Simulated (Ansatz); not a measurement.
# Effect of uniaxial strain ε_zz = +2.00 % on ZrC

Start from ZrC in the rock salt structure (space group Fm-3m, No. 225; a = 4.6691 Å; relaxed with 0.1 eV smearing). Axes: x, y, z lie along the cube axes.

The change: uniaxial strain ε_zz = +2.00 %, all other strain components held at zero; the atoms relax in the strained cell.

Method: PBEsol (Ansatz, a quantum-chemistry and plane-wave program, PAW, spin-orbit coupling left out). Settings: 21×21×21 k-points, 0.1 eV Fermi–Dirac smearing.

The volume per atom goes up by 0.254 Å³ to 12.98 Å³ and the space group goes from Fm-3m (No. 225) to I4/mmm (No. 139). The shortest interatomic distance is still 4.412 bohr and the energy rises by 7.4 meV/atom. The band gap is still zero and the stress (xx, yy, zz, yz, xz, xy; compression positive) comes out as (-2.0, -2.0, -8.9, 0.0, 0.0, 0.0) GPa.

Stability against distortions was not tested. All final runs are without spin polarisation.
